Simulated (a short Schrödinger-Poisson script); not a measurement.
System: MOS inversion layer, SiO2 on p-type Si(100), at 300 K.

```tsv
layer	material	thickness (nm)	Na (cm⁻³)
1	SiO2	0.9	-
2	Si	1400	9.8e16
```

The device is made up for the run: typed textbook-type constants, with dimensions and the other settings drawn at random. SiO2: permittivity 3.9, conduction-band edge (eV) 3.15, gap (eV) 9, electron mass (mₑ) 0.5. Si: permittivity 11.7, conduction-band edge (eV) 0, gap (eV) 1.124, Nv at 300 K (cm⁻³) 3.1e19.

Channel valleys (confinement mass, in-plane density-of-states mass, number): Δ2 0.916, 0.19, 2; Δ4 0.19, 0.417, 4. At the gate the conduction-band edge of layer 1 lies 3.72 eV − eVg above the Fermi level of the channel; the field vanishes at the back. Gaps are held at their typed values at every temperature. Mesh 0.03 nm at interfaces.

Solved with a short Schrödinger-Poisson script written for these runs: 1D Poisson equation in equilibrium, electrons classical, Fermi-Dirac, parabolic valleys, classical holes, full ionisation, no traps, pinning or gate leakage.

The same stack at other levels of the model or other numerical settings:

```csv
run,sheet density of all electrons at Vg = 1.3 V (cm⁻²),sheet density of all electrons at Vg = 0.7 V (cm⁻²),capacitance at Vg = 1.3 V (μF/cm²),centroid of the channel electrons at Vg = 1.3 V (nm),rough cost against the base
base,1.31e13,1.99e12,3.16,0.73,about 1
"electrons treated as classical, Boltzmann",1.43e13,2.06e12,3.53,0.49,0.2
"electrons treated as quantum, Hartree",1.01e13,1.21e12,2.64,1.70,5
mesh six times as coarse,1.28e13,1.94e12,3.07,0.82,0.3
```

The classical rows ignore confinement, and Boltzmann statistics overrate the density once the band edge passes the Fermi level.
